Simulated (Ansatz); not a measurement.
The reference is BAs in the zinc blende structure (space group F-43m, No. 216; a = 4.768 Å). Axes: x, y, z lie along the cube axes.

The values are results of plane-wave PAW DFT at the PBEsol level (Ansatz, an electronic-structure program, 420 eV), without spin-orbit coupling, not measurements.

The change: an isotropic linear strain of +1.55 %, atoms relaxed at fixed cell.

**Question.** Predict the stress tensor and what it implies for the stiffness.

**Answer.** Stress of the strained cell less that of the base (GPa, compression positive):
```
  -5.89    0.00    0.00
   0.00   -5.89    0.00
   0.00    0.00   -5.89
```

Then B = −ΔP/(ΔV/V₀) with ΔV/V₀ = 0.0472 gives secant stiffness values (nonlinear terms included at this strain): B ≈ 125 GPa.

As a check, the harmonic strain energy −½ V₀ Δσ:ε is 12 meV/atom; the computed energy rise is 12 meV/atom.

Stability against distortions was not tested.
